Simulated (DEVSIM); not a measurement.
**abrupt GaAs p-n junction**

System: abrupt GaAs p-n junction, at 300 K.

```tsv
layer (left to right)	material	thickness (μm)	Nd (cm⁻³)	Na (cm⁻³)	τn (s)	τp (s)
1	GaAs	7.90	-	3.1e17	6.7e-10	6.7e-10
2	GaAs	200	1.4e14	-	6.7e-10	6.7e-10
```

Left contact: ohmic. Right contact: ohmic. Voltage is applied to the left contact. Recombination: SRH at mid-gap. Mobility is μmin + (μ − μmin)/(1 + (N/Nref)^α).

This is a model device: material constants are rounded textbook-type values typed into the input, and sizes, dopings and lifetimes were drawn at random. Values at 300 K.

| parameter | GaAs |
|---|---|
| gap (eV) | 1.424 |
| affinity (eV) | 4.07 |
| permittivity | 12.9 |
| Nc (cm⁻³) | 4.7e17 |
| Nv (cm⁻³) | 9e18 |
| μn (cm²/Vs) | 8500 |
| μp (cm²/Vs) | 400 |
| μn,min | 500 |
| μp,min | 20 |
| Nref,n | 6e16 |
| Nref,p | 1.5e17 |
| αn | 0.39 |
| αp | 0.38 |

Simulated with DEVSIM: 1D drift-diffusion, Boltzmann statistics, complete ionisation; no tunnelling, impact ionisation, image-force lowering or self-heating.

```
Property                                            Value
---------------------------------------------  ----------
Potential step across the device at zero bias     1.127 V
Largest field in the device at zero bias       29000 V/cm
Dark forward voltage at 1 A/cm²                   1.010 V
```

Dark reverse current:

```csv
V (V),J (A/cm²)
-0.04,-4.1e-9
-0.10,-8.2e-9
-0.20,-1.4e-8
-0.30,-1.9e-8
-0.40,-2.4e-8
-0.60,-3.2e-8
-0.80,-4.0e-8
-1.00,-4.7e-8
-1.30,-5.7e-8
-1.60,-6.6e-8
-2.00,-7.7e-8
```

Small-signal capacitance in reverse bias (quasi-static):

```tsv
V (V)	C (nF/cm²)
-0.04	3.54
-0.1	3.44
-0.2	3.29
-0.3	3.16
-0.4	3.04
-0.6	2.84
-0.8	2.67
-1	2.53
-1.3	2.36
-1.6	2.22
-2	2.06
```
